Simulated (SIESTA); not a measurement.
Band structure of Be (P6_3/mmc, 4 atoms in the cell).

```
Be
1.0
    2.26275     0.00000     0.00000
   -1.13138     1.95960     0.00000
    0.00000     0.00000     7.28041
Be
4
Direct
  0.00000   0.00000   0.00000
  0.00000   0.00000   0.50000
  0.33333   0.66667   0.25000
  0.66667   0.33333   0.75000
```

Level of theory: GGA PBE, numerical atomic orbitals DZP, PseudoDojo PBE standard norm-conserving potentials (rewritten from UPF to PSML) in SIESTA.

Settings: XC.functional = GGA; XC.authors = PBE; potentials = PseudoDojo PBE standard; PAO.BasisSize = DZP; PAO.EnergyShift = 0.005 Ry; MeshCutoff = 300 Ry; kgrid.MonkhorstPack = 22 22 6; OccupationFunction = MP; OccupationMPOrder = 0; ElectronicTemperature = 0.2 eV; PAO.Polarization.NonPerturbative = true; MaxSCFIterations = 150; SCF.Mixer.Method = Pulay; SCF.Mixer.Weight = 0.2.

The starting cell was generated: these elements placed on a structure prototype, without a prior relaxation; it need not be a known phase or ordering of this composition. Its lattice was rescaled by a random factor within 2.5 % of one. Values carry the incompleteness of an atom-centred basis.

Levels in eV from the Fermi level, bands 5 to 10:
```csv
point,5,6,7,8,9,10
Γ,-11.53,-9.43,-9.42,-4.79,0.83,10.64
M,-5.04,-4.14,-3.81,-2.85,1.36,1.62
K,-2.17,-2.17,-1.33,-1.05,-0.71,-0.71
A,-11.01,-11.01,-6.90,-6.90,9.81,9.81
L,-4.74,-4.74,-3.23,-3.23,2.14,2.14
H,-2.22,-2.22,-1.24,-1.24,-0.52,-0.52
```

Bands cross the Fermi level along this path, so the cell is metallic at this level.

Higher empty bands are left out: an atom-centred basis made for the valence describes them poorly.
